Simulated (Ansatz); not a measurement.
## Input and output of a self-consistent single point for K3VSe4 (I-42m, 8 atoms in the cell) (Ansatz)

Level of theory: LDA (PW92), default PAW files made with PBE (plane waves; Ansatz, an electronic-structure program).

The input file:

Ansatz 0.2 input:
```yaml
# K3VSe4
crystal:
  lattice:
    - [-3.521374, 3.521374, 6.520993]
    - [3.521374, -3.521374, 6.520993]
    - [3.521374, 3.521374, -6.520993]
  atoms:
    - { symbol: K, position: [0.500000, 0.500000, 0.000000] }
    - { symbol: K, position: [0.750000, 0.250000, 0.500000] }
    - { symbol: K, position: [0.250000, 0.750000, 0.500000] }
    - { symbol: V, position: [0.000000, 0.000000, 0.000000] }
    - { symbol: Se, position: [0.289210, 0.909790, 0.000000] }
    - { symbol: Se, position: [0.090210, 0.090210, 0.379420] }
    - { symbol: Se, position: [0.909790, 0.289210, 0.000000] }
    - { symbol: Se, position: [0.710790, 0.710790, 0.620580] }
basis:
  ecutwfc: 420.0
kpoints:
  mp_grid:
    grid: [3, 3, 3]
hamiltonian:
  xc: lda
  pseudopotentials:
    kind: paw
scf:
  occupations:
    method: fermi_dirac
    width: 0.05
output:
  forces: true
  eigenvalues: true
  stress: true
```

Output, abridged:

```
WARN ansatz: RAYON_NUM_THREADS=1 ignored (pool sized by the plan → 1); use --threads N
Pseudopotentials: kind: paw
Pseudopotential: K, paw, valence charge 9
Pseudopotential: V, paw, valence charge 13
Pseudopotential: Se, paw, valence charge 16
Crystal: 8 atoms, lattice volume = 323.443 Å³
Basis set: ecut = 420 eV, 6329 PW (Γ)
Bands: 63, of which v1, the nominal top of the filled ones, is band 52 counted from 1 (51 counted from 0)
Symmetry: 8 space group operations
Space group: I-42m (ITA 121), of the structure as read, at distance tolerance 6.9e-5 Å
k-points: 6 of 27 (time reversal used)
PAW frozen core: K, regenerated for the run's functional, and the local potential with it
PAW frozen core: V, regenerated for the run's functional, and the local potential with it
PAW frozen core: Se, regenerated for the run's functional, and the local potential with it
Initial density: superposition of atomic densities (neutral atoms: chi_scale 0, normalization atom), corrected by the library's trained network
Initial wavefunctions: pseudopotential atomic-orbital guess
Eigensolver: davidson
Functional: x = slater, c = lda
SCF iter   1: F=—  HF=-28889.176843 eV  |F-HF|=—  |Δ(HF+E_count)|=         —  Δρ=5.16e-3  dr2=1.49e-1  ethr=1.77e-3  ⟨swp⟩=7.0  Hψ=1390  notcnv=0  defer=3
all-band conjugate gradients solve this SCF's bands
preconditioner: auto → Resta (q_TF=auto, 2.258 Å⁻¹)
SCF iter   2: F=—  HF=-28889.227383 eV  |F-HF|=—  |Δ(HF+E_count)|=   5.05e-2  Δρ=1.29e-2  dr2=8.93e-1  ethr=1.43e-4  ⟨swp⟩=3.0  Hψ=714  notcnv=0  defer=18
SCF iter   3: F=—  HF=-28889.165375 eV  |F-HF|=—  |Δ(HF+E_count)|=   6.20e-2  Δρ=3.20e-3  dr2=5.85e-2  ethr=1.43e-4  ⟨swp⟩=3.0  Hψ=747  notcnv=0  defer=18
SCF iter   4: F=—  HF=-28889.160459 eV  |F-HF|=—  |Δ(HF+E_count)|=   4.92e-3  Δρ=5.62e-4  dr2=1.08e-3  ethr=5.63e-5  ⟨swp⟩=2.0  Hψ=390  notcnv=0  defer=18
SCF iter   5: F=—  HF=-28889.160419 eV  |F-HF|=—  |Δ(HF+E_count)|=   3.94e-5  Δρ=1.23e-4  dr2=8.73e-5  ethr=1.04e-6  ⟨swp⟩=1.2  Hψ=361  notcnv=0  defer=18
SCF iter   6: F=—  HF=-28889.160269 eV  |F-HF|=—  |Δ(HF+E_count)|=   1.50e-4  Δρ=2.55e-5  dr2=4.57e-6  ethr=8.39e-8  ⟨swp⟩=3.0  Hψ=697  notcnv=0  defer=18
SCF iter   7: F=—  HF=-28889.160272 eV  |F-HF|=—  |Δ(HF+E_count)|=   2.84e-6  Δρ=1.50e-5  dr2=1.24e-6  ethr=4.40e-9  ⟨swp⟩=2.0  Hψ=666  notcnv=0  defer=18
SCF iter   8: F=-28889.160272 eV  HF=-28889.160272 eV  |F-HF|=3.90e-8  |Δ(HF+E_count)|=   4.47e-7  Δρ=3.13e-6  dr2=4.69e-8  ethr=9.62e-11  ⟨swp⟩=8.5  Hψ=1719  notcnv=0
SCF 1 converged in 8 iterations: F = -28889.160272 eV  dr2 = 4.69e-8
SCF converged after 8 iterations
Free energy (F): -28889.160272 eV
Harris-Foulkes:  -28889.160272 eV  (|F-HF|=3.90e-8)
Internal energy: -28889.160271 eV  (E = F + TS)
E sigma→0 (E₀):  -28889.160272 eV
Entropy (-TS):   -0.000001 eV (-0.000 meV/atom)
Fermi energy:    2.831799 eV
--- Per-component energies (eV) ---
  E_band       = -2505.523769
  E_kinetic    = 1571.030930
  E_local      = -17591.705369  (includes V_loc(G=0)·N_el)
  E_nonlocal   = -2355.177716
  E_hartree    = 8173.673034
  E_xc         = -939.870756
  E_vxc        = -1045.796908  (∫ρ·V_xc dr)
  E_paw        = -10594.671301  (= ΣΔE_a)
  E_vpaw       = 568.784079  (= ΣTr[D̂ρ^β])
  E_aug_tail   = -0.002193  (compensation charges beyond the density's cutoff)
  E_ewald      = -7162.424999
  E_core_change = 9.988099  (= ΣΔE_core)
  E_smearing   = -0.000001  (= −TS)
  E_closure    = -0.000000  (closes the sum)
  Σ components = -28889.160272   (vs F -28889.160272, Δ=0.00e0)
--- Forces (eV/Å), atoms counted from 1 ---
  atom   1  K     -0.00000000    -0.00000000     0.00000000
  atom   2  K      0.00000000     0.00000000    -0.00000000
  atom   3  K     -0.00000000     0.00000000    -0.00000000
  atom   4  V     -0.00000000    -0.00000000     0.00000000
  atom   5  Se     0.20754166    -0.20754166    -0.20168356
  atom   6  Se    -0.20754166    -0.20754166     0.20168356
  atom   7  Se    -0.20754166     0.20754166    -0.20168356
  atom   8  Se     0.20754166     0.20754166     0.20168356
  max |Σ_I F_I| component: 8.33e-17 eV/Å
--- Stress (GPa, compression-positive) ---
       -2.007998       0.000000       0.000000
        0.000000      -2.007998      -0.000000
        0.000000      -0.000000      -1.819509
  P = ⅓ Tr σ = -1.9452 GPa (-19.452 kbar)
  The stress holds the Pulay correction. Without it, at fixed plane waves, as pw.x and ABINIT print it: P = -1.9591 GPa
--- Band table (eV; the first three rows and the last of 6) ---
  k-point 0: bands = ["-61.4080", "-43.9895", "-43.9895", "-43.9894", "-43.9854", "-43.9705", "-43.9705", "-43.9702", "-43.9702", "-43.9674", "-43.9673", "-43.9673", "-43.9669", "-43.9451", "-43.9451", "-43.9451", "-43.9450", "-43.9450", "-43.9450", [...]
  k-point 1: bands = ["-61.4080", "-43.9895", "-43.9895", "-43.9894", "-43.9854", "-43.9705", "-43.9705", "-43.9702", "-43.9702", "-43.9674", "-43.9673", "-43.9673", "-43.9669", "-43.9451", "-43.9451", "-43.9451", "-43.9450", "-43.9450", "-43.9450", [...]
  k-point 2: bands = ["-61.4080", "-43.9895", "-43.9895", "-43.9894", "-43.9854", "-43.9705", "-43.9705", "-43.9702", "-43.9702", "-43.9674", "-43.9673", "-43.9673", "-43.9669", "-43.9451", "-43.9451", "-43.9451", "-43.9450", "-43.9450", "-43.9450", [...]
  k-point 5: bands = ["-61.4080", "-43.9895", "-43.9895", "-43.9894", "-43.9854", "-43.9705", "-43.9705", "-43.9702", "-43.9702", "-43.9674", "-43.9673", "-43.9673", "-43.9669", "-43.9451", "-43.9451", "-43.9451", "-43.9450", "-43.9450", "-43.9450", [...]
```

The run converged in 8 iterations.

The starting cell comes from a database of computed structures (which also holds hypothetical and non-ambient phases and stackings), without a prior relaxation at this level. Its lattice was rescaled by up to half a per cent. Ansatz's pressure includes its estimate of the finite-basis (Pulay) stress.
